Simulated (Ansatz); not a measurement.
ZnGeP2: stress against strain

ZnGeP2 (chalcopyrite, I-42d, 20.503 Å³/atom and stress up to 0.01 GPa in the relaxed cell, c along z) under an equal strain ε in the (001) plane with the normal axis free, as in a coherent film. PBE in Ansatz, a plane-wave DFT program (PAW, default set), 420 eV, 9×9×9 Γ-centred mesh, Fermi-Dirac smearing 0.05 eV; ions are relaxed, or left where forces stay under 0.02 eV/Å, within the symmetry of each cell. Stress is positive for a compressed cell.

Here s stands for strain and y for stress xx.

```
strain (%)  stress xx (GPa)
----------  ---------------
-3.00                     ?
-1.50                  1.99
-0.75                  0.97
0.00                   0.00
0.75                  -0.91
1.50                  -1.77
```

**Question.** Using a straight line, estimate the missing y at s = -3.00 from the other rows, showing the fit.

**Answer.** Means: s 0, y 0.056. About the means, the sum of products is -7.0500 and the sum of squares of s is 5.6250; the slope is their ratio. Least squares gives y = 0.056 - 1.2533·s. Residuals (row less fit): 0.054, -0.026, -0.056, -0.026, 0.054; standard error 0.059 (degrees of freedom: 3). The slope gives the biaxial elastic modulus of this plane = 125 ± 2 GPa (± standard error of the fit, which holds the terms cut off). At the withheld row, y = 0.056 - 1.2533 × (-3.00) = 3.816 GPa. The calculation gives 4.20 GPa, 0.384 GPa above the prediction (6.4 % of the range of y in the table). The row lies outside the fitted rows, so this is an extrapolation. From the scatter of the fitted rows alone, a prediction at this place has a standard error of 0.098 GPa, so the miss is 3.9 times that.

A polynomial of degree 2 through the 8 other runs of the series gives 4.18 there, so most of the miss is curvature that the fit leaves out. Rows are the converged runs of the series near zero and its far end; series whose fitted rows scatter by over a few per cent of the range, as at a crossing or softening among them, aren't shown in this form, nor equations of state whose B0' disagrees with the runs' pressures. Most that stay on the fit to the last digits aren't either.
